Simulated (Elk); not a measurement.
Input and output of a self-consistent single point for Mg (P6_3/mmc, 4 atoms in the cell) (Elk)

Level of theory: PBE, all-electron FP-LAPW, Elk's shipped species files, APW+lo basis with extra local orbitals run with Elk.

Input as run:

```
tasks
  0

xctype
  20

tforce
  .true.

rgkmax
  7.5

gmaxvr
  18.0

lmaxapw
  10

lmaxo
  8

nxlo
  2

lorbcnd
  .true.

lradstp
  2

nrmtscf
  2.0

lmaxi
  4

stype
  0

swidth
  0.00499791

scale
  5.966117238

avec
    1.0000000000    0.0000000529    0.0000000000
   -0.5000000458    0.8660253773    0.0000000000
    0.0000000000    0.0000000000    3.2481628397

sppath
  'species/'

atoms
  1   : nspecies
  'Mg.in'   : spfname
  4   : natoms; atposl, bfcmt below
  0.0000000000  0.0000000000  0.0000000000    0.0 0.0 0.0
  0.0000000000  0.0000000000  0.5000000000    0.0 0.0 0.0
  0.3333333333  0.6666666667  0.2500000000    0.0 0.0 0.0
  0.6666666667  0.3333333333  0.7500000000    0.0 0.0 0.0

ngridk
  8 8 3
```

The program printed (abridged):

```
│ Elk code version 10.2.4 │

All units are atomic (Hartree, Bohr, etc.)

│ Ground-state run starting from atomic densities │

Lattice vectors :
   5.966117238      0.3156076019E-06   0.000000000
  -2.983058892       5.166808932       0.000000000
   0.000000000       0.000000000       19.37892031

Unit cell volume      :    597.3705042
Brillouin zone volume :   0.4152367948

Muffin-tin inner radius fraction :   0.1000000000E-01

Nuclei treated as point charges

Species :    1 (Mg)
 parameters loaded from : Mg.in
 name : magnesium
 nuclear charge    :   -12.00000000
 electronic charge :    12.00000000
 atomic mass :    44305.30462
 muffin-tin radius :    2.200000000
 number of radial points in muffin-tin :    799
 atomic positions (lattice), magnetic fields (Cartesian) :
   1 :   0.00000000  0.00000000  0.00000000    0.00000000  0.00000000  0.00000000
   2 :   0.00000000  0.00000000  0.50000000    0.00000000  0.00000000  0.00000000
   3 :   0.33333333 -0.33333333  0.25000000    0.00000000  0.00000000  0.00000000
   4 :  -0.33333333  0.33333333 -0.25000000    0.00000000  0.00000000  0.00000000

Total number of atoms per unit cell :    4

Spin treatment :
 spin-unpolarised

Number of Bravais lattice symmetries :   24
Number of crystal symmetries         :   24
Crystal has inversion symmetry
Real symmetric eigensolver will be used

k-point grid :      8     8     3
k-point offset :    0.000000000       0.000000000       0.000000000
k-point set is reduced with full crystal symmetry group
Total number of k-points :       20

Muffin-tin radius times maximum |G+k| :    7.500000000
 using average radius
Maximum |G+k| for APW functions       :    3.409090909
Maximum (1/2)|G+k|²                   :    5.810950413
Maximum |G| for potential and density :    18.00000000
 potential will be trimmed for |G| > 2 gkmax
Constant for pseudocharge density :   10
Radial integration step length :    2

G-vector grid sizes :     35    35   112
Number of G-vectors :    58707

Maximum angular momentum used for
 APW functions                      :   10
 outer part of muffin-tin           :    8
 inner part of muffin-tin           :    4

Total nuclear charge    :   -48.00000000
Total core charge       :    8.000000000
Total valence charge    :    40.00000000
Total excess charge     :    0.000000000
Total electronic charge :    48.00000000

Effective Wigner radius, rₛ :    1.437599709

Number of empty states         :   16
Total number of valence states :   36
Total number of core states    :    8

Conduction state local-orbitals added automatically
Total number of local-orbitals :  404

Exchange-correlation functional :     20     0     0
 Perdew-Burke-Ernzerhof, Phys. Rev. Lett. 77, 3865 (1996)
 gradient requirement :    1
 generalised gradient approximation (GGA)

Smearing type :    0
 Gaussian
Smearing width :   0.4997910000E-02
Effective electronic temperature (K) :    1578.215154

Mixing type :    3
 Broyden mixing, J. Phys. A: Math. Gen. 17, L317 (1984)

Kohn-Sham potential initialised from atomic data

│ Self-consistent loop started │
│ Loop number : 1 │
 total energy                :     -802.456258654
│ Loop number : 2 │
 total energy                :     -802.444916190
RMS change in Kohn-Sham potential (target) :   0.6833861898     (  0.1000000000E-05)
Absolute change in total energy (target)   :   0.1134246335E-01 (  0.1000000000E-03)
│ Loop number : 3 │
 total energy                :     -801.909863936
RMS change in Kohn-Sham potential (target) :   0.3579244373     (  0.1000000000E-05)
Absolute change in total energy (target)   :   0.5378878701     (  0.1000000000E-03)
│ Loop number : 4 │
 total energy                :     -801.571076054
RMS change in Kohn-Sham potential (target) :   0.1352119441     (  0.1000000000E-05)
Absolute change in total energy (target)   :   0.4732598498     (  0.1000000000E-03)
│ Loop number : 5 │
 total energy                :     -801.435500756
RMS change in Kohn-Sham potential (target) :   0.4145807768E-01 (  0.1000000000E-05)
Absolute change in total energy (target)   :   0.2538902605     (  0.1000000000E-03)
│ Loop number : 6 │
 total energy                :     -801.391203851
RMS change in Kohn-Sham potential (target) :   0.1027877388E-01 (  0.1000000000E-05)
Absolute change in total energy (target)   :   0.1077694702     (  0.1000000000E-03)
│ Loop number : 7 │
 total energy                :     -801.376177377
RMS change in Kohn-Sham potential (target) :   0.1021971863E-02 (  0.1000000000E-05)
Absolute change in total energy (target)   :   0.4196884081E-01 (  0.1000000000E-03)
│ Loop number : 8 │
 total energy                :     -801.375282960
RMS change in Kohn-Sham potential (target) :   0.3123035466E-03 (  0.1000000000E-05)
Absolute change in total energy (target)   :   0.1138662728E-01 (  0.1000000000E-03)
│ Loop number : 9 │
 total energy                :     -801.374696931
RMS change in Kohn-Sham potential (target) :   0.1146109827E-04 (  0.1000000000E-05)
Absolute change in total energy (target)   :   0.3432685885E-02 (  0.1000000000E-03)
│ Loop number : 10 │
 total energy                :     -801.374620661
RMS change in Kohn-Sham potential (target) :   0.5015516986E-05 (  0.1000000000E-05)
Absolute change in total energy (target)   :   0.9344416678E-03 (  0.1000000000E-03)
│ Loop number : 11 │
 total energy                :     -801.374586204
RMS change in Kohn-Sham potential (target) :   0.8157890129E-06 (  0.1000000000E-05)
Absolute change in total energy (target)   :   0.2680674351E-03 (  0.1000000000E-03)
│ Loop number : 12 │
 total energy                :     -801.374601554
RMS change in Kohn-Sham potential (target) :   0.1634295012E-06 (  0.1000000000E-05)
Absolute change in total energy (target)   :   0.5166649942E-04 (  0.1000000000E-03)
Convergence targets achieved

│ Loop number : 13 │

Energies :
 Fermi                       :     0.143725608991
 sum of eigenvalues          :     -423.187508914
 electron kinetic            :      802.315152694
 core electron kinetic       :      540.162847660
 Coulomb                     :     -1537.84531253
 Coulomb potential           :     -1140.59584504
 nuclear-nuclear             :     -135.802095472
 electron-nuclear            :     -1663.49058908
 Hartree                     :      261.447372022
 Madelung                    :     -967.547390013
 xc potential                :     -84.9068165697
 exchange                    :     -64.0395457961
 correlation                 :     -1.80490211853
 total energy                :     -801.374607753

Density of states at Fermi energy :    36.66888780
 (states/Hartree/unit cell)

Estimated indirect band gap :   0.4638533605E-02
 from k-point      3 to k-point     18
Estimated direct band gap   :   0.2206526717E-01
 at k-point     10

Charges :
 core                        :    8.000000000
 valence                     :    40.00000000
 interstitial                :    6.060425227
 muffin-tins (core leakage)
  species :    1 (Mg)
   atom    1                 :    10.48428614     (  0.6661338148E-15)
   atom    2                 :    10.48428614     (  0.6661338148E-15)
   atom    3                 :    10.48550125     (  0.2220446049E-15)
   atom    4                 :    10.48550125     (  0.2220446049E-15)
 total in muffin-tins        :    41.93957477
 total calculated charge     :    47.99973190
 total charge                :    48.00000000
 error                       :   0.2680996632E-03

│ Self-consistent loop stopped │

Forces :
 species :    1 (Mg)
  atom :    1
   Hellmann-Feynman          :     0.00000000   -0.00000000    0.00000000
   IBS                       :    -0.00000000    0.00000000   -0.00000000
   total force               :    -0.00000000    0.00000000   -0.00000000
   total magnitude           :     0.00000000
  atom :    2
   Hellmann-Feynman          :     0.00000000    0.00000000    0.00000000
   IBS                       :    -0.00000000   -0.00000000   -0.00000000
   total force               :    -0.00000000    0.00000000   -0.00000000
   total magnitude           :     0.00000000
  atom :    3
   Hellmann-Feynman          :    -0.00000000   -0.00000000   -0.00000000
   IBS                       :     0.00000000    0.00000000    0.00000000
   total force               :    -0.00000000    0.00000000    0.00000000
   total magnitude           :     0.00000000
  atom :    4
   Hellmann-Feynman          :     0.00000000    0.00000000   -0.00000000
   IBS                       :    -0.00000000   -0.00000000    0.00000000
   total force               :     0.00000000   -0.00000000    0.00000000
   total magnitude           :     0.00000000
```

The run converged in 13 iterations. The count includes the last loop, which Elk runs after its targets are met.

The starting cell comes from a database of computed structures (which also holds hypothetical and non-ambient phases and stackings), without a prior relaxation at this level. Its lattice was rescaled by a random factor within 2.5 % of one. Values depend on the basis (sphere radii, cutoffs, local orbitals), which need not be converged. The log's line on a gap gives a spacing of levels on this mesh, which the program prints for metals too.

Cost on one core of a shared machine: roughly 2 min.
